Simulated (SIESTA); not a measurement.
Band structure of FePt (P4/mmm, 2 atoms in the cell).

```
FePt
1.0
    2.68708     0.00000     0.00000
    0.00000     2.68708     0.00000
    0.00000     0.00000     3.68130
Fe Pt
1 1
Direct
  0.00000   0.00000   0.00000
  0.50000   0.50000   0.50000
```
Moments meant for the start (each program seeds them in its own way; μB, in the order of the atoms Fe Pt): 4.0 1.0.

Computed with GGA PBE, numerical atomic orbitals DZP, PseudoDojo PBE standard norm-conserving potentials (rewritten from UPF to PSML) (SIESTA).

Settings: XC.functional = GGA; XC.authors = PBE; potentials = PseudoDojo PBE standard; PAO.BasisSize = DZP; PAO.EnergyShift = 0.01 Ry; MeshCutoff = 300 Ry; kgrid.MonkhorstPack = 12 12 9; OccupationFunction = MP; OccupationMPOrder = 0; ElectronicTemperature = 1160.45 K; Spin = polarized; DM.InitSpin = [1 +4.00, 2 +1.00]; MaxSCFIterations = 150; SCF.Mixer.Method = Pulay.

The starting cell comes from a database of computed structures (which also holds hypothetical and non-ambient phases and stackings), without a prior relaxation at this level. Its lattice was rescaled by a random factor within 2.5 % of one. Spin-orbit coupling is off. With one magnetic atom in the cell only a parallel order is possible. Values carry the incompleteness of an atom-centred basis.

Levels in eV from the Fermi level, bands 16 to 21 of the first spin channel:
```csv
point,16,17,18,19,20,21
Γ,-2.10,-0.57,-0.46,-0.46,2.28,11.76
X,-2.70,-2.33,-1.76,0.16,2.14,11.33
M,-0.55,-0.55,0.56,1.61,1.61,9.54
Z,-2.49,-2.32,-2.32,-2.01,-0.90,19.07
R,-0.95,-0.72,-0.63,-0.58,-0.47,5.11
A,-1.81,-1.15,0.57,7.42,7.42,8.78
```

Bands cross the Fermi level along this path, so the cell is metallic at this level.

Higher empty bands are left out: an atom-centred basis made for the valence describes them poorly.

The net moment of the cell came out as 3.32 μB.
